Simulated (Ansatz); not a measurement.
**B2O3: response to strain**

The parent structure is B2O3 (space group Cmc2_1, No. 36; a cell from a computed database, its experimental status unchecked).

```
CELL_PARAMETERS angstrom
      3.91303    -2.31213     0.00000
      3.91303     2.31213     0.00000
      0.00000     0.00000     4.13440
ATOMIC_POSITIONS crystal
  B  0.00633 0.32395 0.56769
  B  0.99367 0.67605 0.06769
  B  0.67605 0.99367 0.56769
  B  0.32395 0.00633 0.06769
  O  0.75518 0.24482 0.50001
  O  0.24482 0.75518 0.00001
  O  0.92089 0.66030 0.41860
  O  0.07911 0.33970 0.91860
  O  0.33970 0.07911 0.41860
  O  0.66030 0.92089 0.91860
```

Cartesian axes are those of the cell as printed.

Strains are applied to the cell and any free atomic positions relax; under biaxial strain the out-of-plane vector relaxes too.

Computed with PBEsol (Ansatz, an electronic-structure program), spin-orbit coupling left out.

Notes on the quantities. pressure: mean of the normal stresses, compression positive.

| case | band gap | volume per atom | pressure |
|---|---|---|---|
| base | 8.42 eV | 7.48 Å³ | 0.01 GPa |
| biaxial strain +1.71 %, plane normal [001], relaxed out of plane | 8.19 eV | 7.72 Å³ | -4.81 GPa |
| biaxial strain +3.95 %, plane normal [001], relaxed out of plane | 7.86 eV | ? | -11.14 GPa |
| isotropic strain +1.92 % | 7.87 eV | 7.92 Å³ | -9.16 GPa |
| uniaxial strain ε_xx = +1.51 % | ? | 7.59 Å³ | -2.79 GPa |

**Question.** What belongs in the blanks?

**Answer.** 
- biaxial strain +3.95 %, plane normal [001], relaxed out of plane, volume per atom: 8.03 Å³
- uniaxial strain ε_xx = +1.51 %, band gap: 8.32 eV

No phonon test of stability was made.
